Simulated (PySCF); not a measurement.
PySCF 2.14.0, unrestricted WB97X/def2-tzvp, df: [F][Ge], charge 0, multiplicity 2, 2 atoms. The geometry is a generated start, not checked to be a minimum at this level.

```json
{
 "task": "energy",
 "method": "wb97x",
 "basis": "def2-tzvp",
 "two_electron_scheme": "density fitting",
 "mol.max_memory": "3000 MB",
 "mf.max_cycle": "100",
 "mf.conv_tol": "1e-09 (default)",
 "mf.grids.level": "3 (default)",
 "basis_functions": "79",
 "grid_points": "34904"
}
```

```xyz
2

Ge     0.0368    -0.0200    -0.9129
F     -0.0368     0.0200     0.9129
```

Charge 0 and multiplicity 2 are set for this test and not shown to be the ground state.

With the defaults (mf.diis = true, mf.level_shift = 0, mf.diis_space = 8, mf.init_guess = minao, mf.damp = 0, mf.diis_start_cycle = 1, mf.DIIS = CDIIS) it converges in 12 Fock builds. One run each on 2 threads, 1 BLAS thread, with these changes:
- mf.init_guess = sap
- mf.diis_space = 3
- mf.DIIS = EDIIS
- mf.init_guess = huckel
- mf.level_shift = 1 Hartree
- mf.init_guess = mod_huckel
- mf.level_shift = 0.3 Hartree
- mf.damp = 0.3, mf.diis_start_cycle = 4
- mf.diis = false

Question: Which runs fail or end elsewhere than the default run?

Answer: No convergence: mf.diis = false (the run ends without SCF convergence in 100 cycles). The rest reach the solution of the defaults.

| setting | Fock builds | end |
|---|---|---|
| the defaults | 12 | same solution |
| mf.init_guess = mod_huckel | 12 | same solution |
| mf.init_guess = sap | 13 | same solution |
| mf.init_guess = huckel | 13 | same solution |
| mf.damp = 0.3, mf.diis_start_cycle = 4 | 14 | same solution |
| mf.diis_space = 3 | 15 | same solution |
| mf.level_shift = 0.3 Hartree | 15 | same solution |
| mf.level_shift = 1 Hartree | 23 | same solution |
| mf.DIIS = EDIIS | 77 | same solution |
| mf.diis = false | 101 | no convergence |
